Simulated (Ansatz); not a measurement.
**A computed series for Mg2Sn: response to strain**

Base system: Mg₂Sn (space group Fm-3m, No. 225; a = 6.8176 Å; relaxed with 0.1 eV smearing).

Strains are applied to the cell and any free atomic positions relax.

Method: plane-wave PAW DFT at the PBE level (Ansatz, an electronic-structure program, 420 eV), no spin-orbit coupling.

Notes on the quantities. energy relative to the base: free energy F.

| variant | energy relative to the base | pressure | volume per atom |
|---|---|---|---|
| base | 0 meV/atom | 0.0 GPa | 26.41 Å³ |
| isotropic strain −2.50 % | +20 meV/atom | 3.6 GPa | 24.48 Å³ |
| isotropic strain −2.00 % | +13 meV/atom | 2.8 GPa | 24.85 Å³ |
| isotropic strain −1.00 % | +3.1 meV/atom | 1.3 GPa | 25.62 Å³ |
| isotropic strain −0.50 % | +0.8 meV/atom | 0.6 GPa | 26.01 Å³ |
| isotropic strain +0.50 % | +0.7 meV/atom | -0.6 GPa | 26.80 Å³ |
| isotropic strain +1.00 % | +2.9 meV/atom | -1.1 GPa | 27.21 Å³ |
| isotropic strain +1.50 % | +6.4 meV/atom | -1.6 GPa | 27.61 Å³ |
| isotropic strain +2.00 % | +11 meV/atom | -2.1 GPa | 28.02 Å³ |
| isotropic strain +2.50 % | +17 meV/atom | -2.5 GPa | 28.44 Å³ |

No phonon test of stability was made.
